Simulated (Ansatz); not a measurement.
# TlBr under a change: isotropic strain +1.50 %

Consider TlBr in the CsCl type structure (space group Pm-3m, No. 221; a = 3.840 Å).

Now apply this change: the cell is scaled by 1.0150 in all directions; the atoms relax in the strained cell.

All numbers come from LDA (Ansatz, a first-principles code; PAW; 420 eV plane waves; no SOC). Γ-centred 9×9×9 mesh, Fermi–Dirac width 0.05 eV.

| quantity | base | changed | shift |
|---|---|---|---|
| volume per atom | 28.30 Å³ | 29.59 Å³ | +1.29 Å³ |
| space group | Pm-3m (No. 221) | Pm-3m (No. 221) | – |
| shortest interatomic distance | 3.325 Å | 3.375 Å | +0.050 Å |
| energy relative to the base (free energy F) | 0 meV/atom | +5.7 meV/atom | +5.7 meV/atom |
| pressure | -0.01 GPa | -1.34 GPa | -1.335 GPa |
| band gap | 1.37 eV | 1.50 eV | +0.13 eV |
| gap character | direct at X | direct at X | – |
| mean gap deformation potential ΔEg/Δln V | – | +3.0 eV | – |
| width of the top valence band | 2.49 eV | 2.25 eV | -0.248 eV |
| electron mass | 0.12 mₑ along k, 0.19 mₑ across (at X) | 0.13 mₑ along k, 0.19 mₑ across (at X) | – |
| hole mass | 0.16 mₑ along k, 0.39 mₑ across (at X) | 0.18 mₑ along k, 0.42 mₑ across (at X) | – |
| valley order (the lowest conduction-band minima on the path, energy above the VBM, named in the base's zone) | X along ⟨100⟩ 1.37 eV; R along ⟨111⟩ 1.49 eV | X along ⟨100⟩ 1.50 eV; R along ⟨111⟩ 1.71 eV | – |

Final structure:

```
CELL_PARAMETERS angstrom
      3.89712     0.00000     0.00000
      0.00000     3.89712     0.00000
      0.00000     0.00000     3.89712
ATOMIC_POSITIONS crystal
  Tl 0.00000 0.00000 0.00000
  Br 0.50000 0.50000 0.50000
```

With Tl present, leaving out spin-orbit coupling can change the band edges. Masses are band curvatures over ±0.01 Å⁻¹ around the edge. Along k means along the line from Γ to the band edge. Whether these cells are dynamically stable was not tested.
